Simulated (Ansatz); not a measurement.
The parent structure is a 12-atom supercell of ZrO2 (space group P4_2/nmc, No. 137; a = 3.621 Å, c = 5.284 Å) at its relaxed geometry.

Level of theory: PBE/PAW in Ansatz (a program for electronic structure), without spin-orbit coupling, earlier PAW set.

For the base:

| Property | Result |
|---|---|
| Mean distance from the defect site to its nearest host atoms | 3.92 bohr |
| Pressure | 0.0 GPa |

The change: one Zr atom is replaced by Cr, atoms relaxed at fixed cell, starting from a slightly rattled geometry.

Tabulated Pauling electronegativity and covalent radius: Zr 1.33, 1.75 Å; Cr 1.66, 1.39 Å.

Estimate the effect on the largest displacement of a host atom from its site in the perfect cell, mean distance from the defect site to its nearest host atoms and pressure.

The largest displacement of a host atom from its site in the perfect cell comes out as 0.35 Å; the mean distance from the defect site to its nearest host atoms decreases by 0.469 bohr (3.92 bohr → 3.46 bohr); the pressure goes from zero to -8.8 GPa.

In so small a cell the defect repeats every few ångströms: this is an ordered compound, not a dilute defect. No Hubbard U is applied and the magnetic state is the run's own (Zr3CrO8 magnetic); other magnetic orders, which need larger cells, were not tried and can change the gap. The defect cell is spin-polarised and ends with 2.0 μB. This is not the structure that ZrO2 has at room temperature and ambient pressure.
